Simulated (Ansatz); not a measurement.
B2O3 (P3₁21, No. 152) was calculated with r²SCAN in Ansatz (plane waves, PAW).

Run with plane-wave cutoff 600 eV, 12×12×4 k mesh (along the axes of the cell as run), scalar-relativistic PAW data made under PBE.

Computed at the level's own relaxed cell.

Elastic tensor (GPa, Voigt notation, ions relaxed):

```
  172.6    45.8    11.0    13.8     0.0     0.0
   45.8   172.6    11.0   -13.8     0.0     0.0
   11.0    11.0    58.8     0.0     0.0     0.0
   13.8   -13.8     0.0    47.6     0.0     0.0
    0.0     0.0     0.0     0.0    47.6    13.8
    0.0     0.0     0.0     0.0    13.8    63.4
```

Task: Work out the Voigt, Reuss and Hill averages of the bulk and shear moduli, Young's modulus and Poisson's ratio from the printed constants.

Result: K_V = [C11 + C22 + C33 + 2(C12 + C13 + C23)]/9 = [404.0 + 2 × 67.8]/9 = 60.0 GPa. G_V = [404.0 − 67.8 + 3 × 158.6]/15 = 54.1 GPa. From the compliances S = C⁻¹, K_R = 43.2 and G_R = 46.7 GPa. Hill means: K = 51.6, G = 50.4 GPa. E = 9KG/(3K + G) = 114 GPa, ν = (3K − 2G)/(6K + 2G) = 0.13, K/G = 1.02.

Ansatz is a quantum-chemistry and plane-wave program.
